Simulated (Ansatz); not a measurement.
**AlN in the zinc blende structure (space group F-43m, No. 216)**

```
AlN
1.0
    0.00000     2.20159     2.20159
    2.20159     0.00000     2.20159
    2.20159     2.20159     0.00000
Al N
1 1
Direct
  0.00000   0.00000   0.00000
  0.25000   0.25000   0.25000
```

All numbers come from PBE/PAW in Ansatz (an electronic-structure program), spin-orbit coupling left out. k-mesh 13×13×13 (Γ-centred); smearing 0.05 eV (Fermi–Dirac).

- Volume per atom: 10.67 Å³
- Density: 3.19 g/cm³
- Band gap: 3.31 eV, indirect, Γ → X
- Electron mass: 0.53 mₑ along k, 0.33 mₑ across
- Hole mass (degenerate bands, along [100]): 0.31, 1.5, 1.5 mₑ
- Lowest conduction-band minima above the VBM: X along ⟨100⟩ 3.31 eV; Γ 3.98 eV
- Total energy: -462.106 eV/atom (σ→0; compares only within this code and set-up)

Masses are band curvatures over ±0.01 Å⁻¹ around the edge. Along k means along the line from Γ to the band edge. Stability against distortions was not tested. This is not the structure that AlN has at room temperature and ambient pressure.
